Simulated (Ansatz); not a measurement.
**GaN: pressure series**

Consider GaN in the NiAs type structure (space group P6_3/mmc, No. 194; a model cell, its experimental status unchecked).

```cif
data_Ga2N2
_chemical_formula_sum 'Ga2 N2'
_space_group_name_H-M_alt 'P63/mmc'
_space_group_IT_number 194
_space_group_name_Hall '-P 6c 2c'
_cell_length_a 2.96874
_cell_length_b 2.96874
_cell_length_c 5.04094
_cell_angle_alpha 90.000
_cell_angle_beta 90.000
_cell_angle_gamma 120.000
loop_
_atom_site_label
_atom_site_type_symbol
_atom_site_symmetry_multiplicity
_atom_site_Wyckoff_symbol
_atom_site_fract_x
_atom_site_fract_y
_atom_site_fract_z
_atom_site_occupancy
Ga1 Ga 2 a 0.00000 0.00000 0.00000 1
N1 N 2 c 0.33333 0.66667 0.25000 1
```

Cell and atoms are relaxed at each pressure.

Levels (all Ansatz, a program for electronic structure, PAW): PBEsol (420 eV, no SOC); HSE06 (420 eV, no spin-orbit coupling).

Band gaps by level, all at the geometries relaxed with PBEsol:

| case | PBEsol | HSE06 |
|---|---|---|
| base | 1.21 eV | 2.64 eV |
| pressure −2 GPa | 1.16 eV | ___ |
| pressure −1 GPa | 1.18 eV | 2.61 eV |
| pressure 0.7 GPa | 1.22 eV | 2.66 eV |
| pressure 1.5 GPa | 1.24 eV | ___ |
| pressure 5 GPa | 1.32 eV | 2.78 eV |
| pressure 7.5 GPa | 1.38 eV | ___ |
| pressure 10 GPa | 1.43 eV | 2.91 eV |

Task: Complete the table.

Result: 
- pressure −2 GPa, HSE06: 2.58 eV
- pressure 1.5 GPa, HSE06: 2.68 eV
- pressure 7.5 GPa, HSE06: 2.85 eV

Single points use the geometry relaxed with PBEsol. The hybrid gap comes from the SCF mesh plus the semilocal run's edge points and a few special points and is an upper bound. Load acts through the strain it causes; cell and atoms are relaxed under it. Whether these cells are dynamically stable was not tested. No other phases were tried under pressure. This is not the structure that GaN has at room temperature and ambient pressure.
